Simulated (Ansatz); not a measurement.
Input:

```xyz
4
Lattice="3.0978 0.0000 0.0000 -1.5489 2.6828 0.0000 0.0000 0.0000 5.1219" Properties=species:S:1:pos:R:3 pbc="T T T"
Al     0.0000     1.7885    -0.0037
Al     1.5489     0.8943     2.5572
N      0.0000     1.7885     1.9244
N      1.5489     0.8943     4.4854
```

Level of theory: r2SCAN with spin-orbit coupling, rigid bands (plane waves, PAW; Ansatz, an electronic-structure program). Condition of this run: uniaxial stress along c of -9 GPa (compression positive) (the target of the relaxation). Cell: cell and atoms relaxed with PBEsol, then loaded as said.

### Question
What conductivity effective mass do dilute holes have at 300 K?

### Answer
2.6 (x), 2.6 (y), 3.2 (z) mₑ.

### Question
What conductivity effective mass do dilute electrons have at 300 K?

### Answer
0.32 (x), 0.32 (y), 0.28 (z) mₑ.

### Question
And the band gap?

### Answer
4.75 eV at this level; semilocal functionals usually fall short of the measured gap.

Rigid bands, one relaxation time for all states, no polarons. Geometry: cell and atoms relaxed with PBEsol.
